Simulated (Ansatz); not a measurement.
The structure below was relaxed with r2SCAN, PAW, 500 eV (Ansatz, a first-principles code; no spin-orbit coupling).

```yaml
crystal:
  lattice:
    - [-2.20573, 2.20573, 9.45908]
    - [2.20573, -2.20573, 9.45908]
    - [2.20573, 2.20573, -9.45908]
  atoms:
    - { symbol: Te, position: [0.09244, 0.59244, 0.50000] }
    - { symbol: Te, position: [0.40756, 0.90756, 0.50000] }
    - { symbol: Te, position: [0.75000, 0.25000, 0.50000] }
    - { symbol: Zn, position: [0.82905, 0.82905, 0.00000] }
    - { symbol: Zn, position: [0.17095, 0.17095, 0.00000] }
    - { symbol: Cd, position: [0.50000, 0.50000, 0.00000] }
```

Q: Find the space group and the Wyckoff positions.

A: Space group I-4m2 (No. 119); a = 4.411 Å, b = 4.411 Å, c = 18.918 Å, α = 90.00°, β = 90.00°, γ = 90.00°

```
atom  site  symmetry       x       y       z
----  ----  --------  ------  ------  ------
Te      4f      2mm.  0.5000  0.0000  0.0924
Te      2c      -4m2  0.0000  0.5000  0.2500
Zn      4e      2mm.  0.0000  0.0000  0.1710
Cd      2b      -4m2  0.0000  0.0000  0.5000
```

These are small ordered cells, not random alloys; other orderings at the same x differ. Stability against distortions was not tested. The cell was made from CdTe by this change: x(Zn) = 0.667, 6 atoms, I-4m2.
